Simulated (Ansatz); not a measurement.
The parent structure is MgTe in the wurtzite structure (space group P6_3mc, No. 186).

```
CELL_PARAMETERS angstrom
      4.56143     0.00000     0.00000
     -2.28071     3.95031     0.00000
      0.00000     0.00000     7.41192
ATOMIC_POSITIONS crystal
  Mg 0.33333 0.66667 0.99959
  Mg 0.66667 0.33333 0.49959
  Te 0.33333 0.66667 0.37641
  Te 0.66667 0.33333 0.87641
```

Cartesian axes are those of the cell as printed.

All numbers come from plane-wave PAW DFT at the PBEsol level (Ansatz, a quantum-chemistry and plane-wave program, 420 eV), no SOC.

For the base:

| Item | Value |
|---|---|
| Band gap | 2.39 eV |
| Valence-band top at Γ | 0.00, -0.02, -0.02 eV |

One thing is altered: the cell is stretched by 0.60 % along z with no lateral relaxation; the atoms relax in the strained cell.

**Question.** What does the calculation give for the stress, band gap and valence-band top at Γ after the change?

**Answer.** The stress (xx, yy, zz, yz, xz, xy; compression positive) is (-0.16, -0.16, -0.34, 0.00, 0.00, 0.00) GPa; the band gap decreases by 0.023 eV to 2.36 eV; the valence-band top at Γ (three highest levels, from the VBM) goes from 0.00, -0.02, -0.02 eV to 0.00, 0.00, -0.02 eV.

With Te present, leaving out spin-orbit coupling can change the band edges. Whether these cells are dynamically stable was not tested.
